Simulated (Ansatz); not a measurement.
Partial pair distribution functions of a relaxed model of amorphous W₁₆Si₁₂N₂₄, broadened by 0.06 Å; density 10.00 g/cm³. Computed with PBE, scalar-relativistic without spin-orbit coupling (plane waves to 420 eV, PAW; Ansatz, a first-principles code). The usual formal charges leave 72 electrons over, so the level spacing at the Fermi energy parts defect or band states and needn't be the band gap.

A CHGNet melt-quench gave the starting glass, which DFT then relaxed. N atoms were pushed apart under 1.9 Å during the dynamics, to hinder bonds among them. The hot cell started wider than the set density and was brought back towards it in steps. It is the lowest in DFT energy of 2 quenches. It is a model cell: composition and starting density were chosen by hand, and all elements were melted together. No dispersion term was used. Its density started from a set value of 11.61 and ended at 10.00 g/cm³. Cooling (nominally 380 K/ps over its main leg) ran many orders faster than in experiment, which tends to leave more defects and strain. A cell of this size samples the disorder only roughly. Volume and shape were free in the relaxation. On a 2×2×2 Γ-centred mesh force components of up to 0.37 eV/Å stay, since the relaxation ran on one k-point at (1/4, 1/4, 1/4).

| r (Å) | g W-N | g Si-N | g W-W | g Si-Si |
|---|---|---|---|---|
| 1.50 | 0.00 | 0.00 | 0.00 | 0.00 |
| 1.60 | 0.00 | 0.29 | 0.00 | 0.00 |
| 1.70 | 0.00 | 4.43 | 0.00 | 0.00 |
| 1.80 | 0.15 | 7.63 | 0.00 | 0.00 |
| 1.90 | 1.20 | 3.15 | 0.00 | 0.00 |
| 2.00 | 3.81 | 0.81 | 0.00 | 0.00 |
| 2.10 | 5.94 | 0.04 | 0.00 | 0.00 |
| 2.20 | 3.53 | 0.03 | 0.00 | 0.00 |
| 2.30 | 1.61 | 0.20 | 0.00 | 0.09 |
| 2.40 | 0.66 | 0.14 | 0.02 | 1.25 |
| 2.50 | 0.28 | 0.18 | 0.33 | 2.13 |
| 2.60 | 0.13 | 0.06 | 0.78 | 1.52 |
| 2.70 | 0.01 | 0.33 | 1.85 | 1.41 |
| 2.80 | 0.01 | 0.83 | 1.91 | 0.61 |
| 2.90 | 0.13 | 1.05 | 2.50 | 0.80 |
| 3.00 | 0.20 | 0.86 | 3.29 | 2.32 |
| 3.10 | 0.26 | 0.67 | 1.93 | 1.45 |
| 3.20 | 0.39 | 1.06 | 1.21 | 1.69 |
| 3.30 | 0.40 | 1.19 | 1.39 | 1.95 |
| 3.40 | 0.74 | 1.27 | 1.48 | 1.68 |
| 3.50 | 1.21 | 1.07 | 1.36 | 1.39 |
| 3.60 | 1.18 | 1.12 | 1.18 | 0.31 |
| 3.70 | 0.81 | 1.04 | 1.04 | 0.33 |
| 3.80 | 1.01 | 1.27 | 0.72 | 0.22 |
| 3.90 | 0.94 | 1.13 | 0.86 | 0.27 |
| 4.00 | 0.72 | 1.33 | 0.57 | 0.16 |
| 4.10 | 0.80 | 1.17 | 0.39 | 0.67 |

Within 2.68 Å each W has 3.94 N neighbours on average.
